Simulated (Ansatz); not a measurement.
## Quick settings and what they miss: PbO2 (Fm-3m, 3 atoms in the cell)

Self-consistent single point.

```yaml
crystal:
  lattice:
    - [0.00000, 2.67929, 2.67929]
    - [2.67929, 0.00000, 2.67929]
    - [2.67929, 2.67929, 0.00000]
  atoms:
    - { symbol: Pb, position: [0.00000, 0.00000, 0.00000] }
    - { symbol: O, position: [0.25000, 0.25000, 0.25000] }
    - { symbol: O, position: [0.75000, 0.75000, 0.75000] }
```

Method of the run: PBEsol, harder PAW files (source: ansatz) made with PBE (plane waves; Ansatz, a program for electronic structure).

Base settings: basis.ecutwfc = 68.4 Ry; kpoints.mp_grid.grid = 14 14 14; hamiltonian.xc = pbesol; hamiltonian.pseudopotentials = {kind: paw, source: ansatz}; scf.occupations.method = cold; scf.occupations.width = 0.0073 Ry.

Tight run (finer mesh or higher cutoff; not a proven limit): basis.ecutwfc: 68.4 Ry → 95.5 Ry; kpoints.mp_grid.grid: 14 14 14 → 19 19 19; scf.convergence.dr2_threshold: default (1e-07 eV) → 1e-09 eV. It gave Fermi level (on the code's own zero) 11.66 eV; pressure -2.45 GPa.

Quick runs, as changes from the base:
- A: the base itself
- B: basis.ecutwfc: 68.4 Ry → 47.8 Ry; kpoints.mp_grid.grid: 14 14 14 → 8 8 8
- C: basis.ecutwfc: 68.4 Ry → 34.2 Ry; kpoints.mp_grid.grid: 14 14 14 → 2 2 2; scf.occupations.method: cold → gaussian; scf.occupations.width: 0.0073 Ry → 0.0147 Ry
- D: kpoints.mp_grid.grid: 14 14 14 → 4 4 4
- E: basis.ecutwfc: 68.4 Ry → 54.8 Ry; kpoints.mp_grid.grid: 14 14 14 → 2 2 2; scf.occupations.method: cold → methfessel_paxton; scf.occupations.width: 0.0073 Ry → 0.01 Ry

Energies are extrapolated to zero smearing width, which holds to low order in the width alone.

The count of work is k-points × plane waves × bands × iterations; it is no time. 

Pressures in the table are Ansatz's without its Pulay estimate, at a fixed set of plane waves; the tight run's value above holds the estimate.

The starting cell comes from a database of computed structures (which also holds hypothetical and non-ambient phases and stackings), without a prior relaxation at this level. Its lattice was rescaled by a random factor within 2.5 % of one. The run gives no clean gap (levels at the Fermi energy touch, overlap or are partly filled at this smearing), which alone does not show that the compound is a metal.

```
run  energy less tight (meV/atom)  pressure less tight (GPa)  count of work / tight
---  ----------------------------  -------------------------  ---------------------
A                             0.5                       0.03                   0.25
B                            38.0                      -3.58                  0.042
C                           725.6                     -35.06                 0.0020
D                            -3.9                      -0.12                  0.014
E                            32.4                       2.71                 0.0047
```

Among the runs at the tight run's level, the energy misses run from 0.5 to 725.6 meV/atom.

Left out of this page: 1 run of the series with a known weakness of the program.

Keys are those of Ansatz 0.2.
